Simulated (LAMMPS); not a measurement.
MD from the melt across the composition of Au (fcc) with a share x of Au sites Ni; each row has its own temperature.

Level of theory: classical MD, pair style eam, the elements' _u3.eam files (universal-3 set of Foiles, Baskes and Daw), run in LAMMPS.

```json
[
 {"x": "0.25", "volume": "17.615 ± 0.003 Å³/atom", "state": "liquid", "enthalpy": "-3.4923 ± 0.0003 eV/atom", "self-diffusion coefficient of Au (not corrected for cell size)": "(4.75 ± 0.04) × 10^-5 cm²/s", "T (K)": "1650"},
 {"x": "0.5", "volume": "16.170 ± 0.004 Å³/atom", "state": "liquid", "enthalpy": "-3.5835 ± 0.0005 eV/atom", "self-diffusion coefficient of Au (not corrected for cell size)": "(4.96 ± 0.08) × 10^-5 cm²/s", "T (K)": "1760"},
 {"x": "0.75", "volume": "14.705 ± 0.003 Å³/atom", "state": "liquid", "enthalpy": "-3.6433 ± 0.0005 eV/atom", "self-diffusion coefficient of Au (not corrected for cell size)": "(5.1 ± 0.1) × 10^-5 cm²/s", "T (K)": "1870"}
]
```

Caution: a run this short can hold a crystal over, or a liquid under, the potential's own melting point, which these runs don't give.

States go by the mean squared displacement: a species diffuses where it passes 1.5 Å², still rises and gives D over 1e-6 cm²/s; a crystal has left its structure where atoms lie 0.35 Å off their sites on average or a cubic box changes its shape by 3 %, or the axial ratios of another lie 8 % off the starting cell's, which the potential's own relaxation can also do.

Errors of D are the spread over four groups of atoms in one short run; a floor of about 5 %, a picked value, is safer.

Errors shown are sampling errors alone.
